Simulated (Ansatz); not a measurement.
System: Al2Cu (I4/mcm, No. 140). Method: revPBE (plane waves, PAW; Ansatz, a program for electronic structure).

Run with plane-wave cutoff 520 eV, 14×14×14 k mesh, Fermi–Dirac smearing 0.05 eV, no spin polarisation, scalar-relativistic PAW data made under PBE.

A third-order Birch–Murnaghan fit to the energies gives V0 = 15.176 Å³/atom, B0 = 95.6 GPa, B′ = 4.5.

```json
[
 {"V (Å³/atom)": "14.569", "P (GPa)": "___"},
 {"V (Å³/atom)": "14.872", "P (GPa)": "___"},
 {"V (Å³/atom)": "15.176", "P (GPa)": "0.00"},
 {"V (Å³/atom)": "15.479", "P (GPa)": "-1.81"},
 {"V (Å³/atom)": "15.783", "P (GPa)": "-3.43"}
]
```

Q: Estimate the withheld pressures from this fit; the answers are the runs' own values.

A: 
- 14.569, P (GPa): 4.28
- 14.872, P (GPa): 2.03

The formula P = (3/2) B0 (x^(7/3) − x^(5/3)) [1 + (3/4)(B′ − 4)(x^(2/3) − 1)] with x = V0/V meets the computed pressures within 0.01 GPa when these rounded values are put in.

Shape and atoms are relaxed at each volume.

Note: the bulk modulus comes from volumes at which shape and atoms were relaxed.

Computed values are for the static lattice.

Cost on a shared machine: around 16 core-minutes (rough).
